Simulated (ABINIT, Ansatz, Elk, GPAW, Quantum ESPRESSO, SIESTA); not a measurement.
## Code comparison for a sheet of MgI2 (3 atoms in the cell)

Self-consistent single point.

```yaml
crystal:
  lattice:
    - [4.20082, 0.00000, 0.00000]
    - [-2.10041, 3.63802, 0.00000]
    - [0.00000, 0.00000, 17.33512]
  atoms:
    - { symbol: Mg, position: [0.00000, 0.00000, 0.50000] }
    - { symbol: I, position: [0.33333, 0.66667, 0.59620] }
    - { symbol: I, position: [0.66667, 0.33333, 0.40381] }
```

Shared settings, as Ansatz (a quantum-chemistry and plane-wave program) writes them: kpoints.mp_grid.grid = 5 5 1; scf.occupations.method = gaussian; scf.occupations.width = 0.136 eV. Potentials and cutoffs stand in the table.

| code | model | largest force (eV/Å) | gap on the mesh (eV) | cutoff |
|---|---|---|---|---|
| ABINIT | PBE, norm-conserving pseudopotentials (PseudoDojo nc-sr-05 PBE standard) | 0.041 | 3.819 | 84 Ry |
| Ansatz | PBE, default PAW files | 0.034 | 3.827 | default |
| Quantum ESPRESSO | PBE, PseudoDojo standard norm-conserving (PBE) pseudopotentials | 0.041 | 3.819 | 85 Ry |
| GPAW | PBE, GPAW PAW datasets PBE (gpaw-data 1.0.1) | 0.035 | 3.843 | 850 eV |
| Elk | PBE, all-electron FP-LAPW, Elk's shipped species files, default APW+lo basis | – | 3.707 | default |
| SIESTA | GGA PBE, numerical atomic orbitals DZP, PseudoDojo PBE standard norm-conserving potentials (rewritten from UPF to PSML) | 0.064 | 4.048 | grid 400 Ry |

A dash marks a value that a program does not give, or that is left out as unsure.

Gaps are read on the mesh. Another mesh or the band path gives a smaller gap, so these values are not converged in the mesh.

On Ansatz's run: spin-orbit coupling is off.

The spread over the programs that give each value: largest force within 0.030 eV/Å; gap on the mesh within 0.341 eV.

SIESTA uses small atom-centred bases, whose incompleteness enters pressures, forces and empty levels differently from a plane-wave cutoff. Elk treats all electrons, but the usual bases taken here (sphere radii, linearisation, local orbitals, empty states) were not tested for convergence, so the values are no reference for the others. In the gap, SIESTA (by 0.225) lies more than 0.12 eV from the median of the plane-wave programs.

On the base mesh (9 9 1) the same programs gave: Ansatz gap on the mesh 3.719 eV; Quantum ESPRESSO gap on the mesh 3.711 eV; ABINIT gap on the mesh 3.711 eV; Elk gap on the mesh 3.599 eV; SIESTA gap on the mesh 3.944 eV.

The values differ from the base mesh's, so the mesh still matters here: the table compares the programs at equal settings.

The starting cell was generated: these elements placed on a structure prototype, without a prior relaxation; it need not be a known phase or ordering of this composition. Its lattice was rescaled in the plane by a random factor within 2.5 % of one.

Left out of this page: CP2K (on another mesh).

Keys are those of Ansatz 0.2.
